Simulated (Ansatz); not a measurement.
ZnS under a change: isotropic strain +5.88 %

Consider ZnS in the wurtzite structure (space group P6_3mc, No. 186; a = 3.8061 Å, c = 6.2447 Å).

Perturbation: every lattice vector is stretched by 5.88 %, atoms relaxed at fixed cell.

Method: r2SCAN/PAW in Ansatz (a program for electronic structure), no SOC. Γ-centred 10×10×6 mesh, Fermi–Dirac width 0.05 eV.

The space group remains P6_3mc (No. 186) and the energy increases by 123 meV/atom. The pressure (mean of the normal stresses, compression positive) goes from zero to -9.25 GPa and the band gap falls by 0.77 eV to 2.01 eV. The gap character remains direct at Γ and the width of the top valence band drops by 0.50 eV, from 2.19 eV to 1.69 eV. The electron mass goes from 0.18 mₑ along c, 0.21 mₑ across (at Γ) to 0.16 mₑ along c, 0.17 mₑ across (at Γ) and the valence-band top at Γ (three highest levels, from the VBM) becomes 0.00, 0.00, -0.05 eV (base: 0.00, 0.00, -0.08 eV).

Cost of the whole job for the changed cell (relaxation, final SCF and bands): very roughly 3.0 core-minutes.

Effective masses come from finite differences of ±0.01 Å⁻¹. Stability against distortions was not tested.
